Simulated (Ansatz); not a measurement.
Structures of equal composition on the (111) surface of fcc Ir: a layer of Co in place of the second plane; a layer of Co in place of the third plane. The slabs share one bottom face, and each structure is named by its start. These are constructed structures in small cells; real faces may alloy, dewet or reconstruct in larger ones, and not all known structures of the face are among them. Slabs of about 11 Å, Fermi-Dirac smearing of 0.1 eV. Bottom of the slabs: a bare face, its two planes held. Relaxed from the named starts with such symmetry as they have, on meshes of like density; energies extrapolated to zero smearing; spin only where a row says so; no spin-orbit coupling, no U. Brackets mark spin-polarised runs, whose order is one that fits the cell.

Computed with PBE (plane waves to 420 eV, PAW; Ansatz, an electronic-structure program).

Question: Rank these by energy per 1x1 cell (lowest first), as PBE gives it.

Answer: a layer of Co in place of the second plane (0.000 eV [spin, 2.2 μB a cell]), a layer of Co in place of the third plane (0.196 eV [spin, 1.5 μB a cell])
